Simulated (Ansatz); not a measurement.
# A constructed model of the (111) surface of fcc Rh, a layer of Ir in place of the second plane (bottom of the slab: a bare face, its two planes held)

All values below come from PBE (plane waves to 420 eV, PAW; Ansatz, a first-principles code).

Slab: 6 atoms, 11.0 Å thick at the start with caps and adatoms (thin: gaps and levels are the slab's own); k 16x16x1, smearing 0.1 eV, dipole-corrected; 2 atoms held, the rest relaxed; held to the start's symmetry, so lower structures may exist; no spin, no spin-orbit, no U. In PBE it lies 0.01 eV a 1x1 cell over the lowest computed structure of the same composition (a layer of Ir in place of the third plane).

```json
{
 "work_function_of_the_top_face": "5.08 eV",
 "energy_released_by_relaxation": "0.005 eV",
 "cost": "about 70 core-seconds (a rough figure)"
}
```
